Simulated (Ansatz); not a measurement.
The parent structure is ZnSe in the zinc blende structure (space group F-43m, No. 216; a = 5.634 Å).

Modification: every Zn is replaced by Cd, then cell and atoms are relaxed.

Levels (all Ansatz, a first-principles code, PAW): PBEsol (420 eV, spin-orbit coupling left out); HSE06+SOC (420 eV, spin-orbit coupling included).

The geometry is relaxed with PBEsol.

- PBEsol band gap = 0.48 eV
- PBEsol valence-band top at Γ = 0.00, 0.00, 0.00 eV

Question: Predict the band gap and valence-band top at Γ from HSE06+SOC.

Answer: The band gap grows by 0.93 eV to 1.41 eV; the valence-band top at Γ (three highest Kramers pairs, from the VBM) changes from 0.00, 0.00, 0.00 eV to 0.00, 0.00, -0.41 eV. The threefold valence maximum splits by Δso ≈ 0.41 eV.

Single points use the geometry relaxed with PBEsol. Differences between runs with and without spin-orbit coupling are approximate. Stability against distortions was not tested.
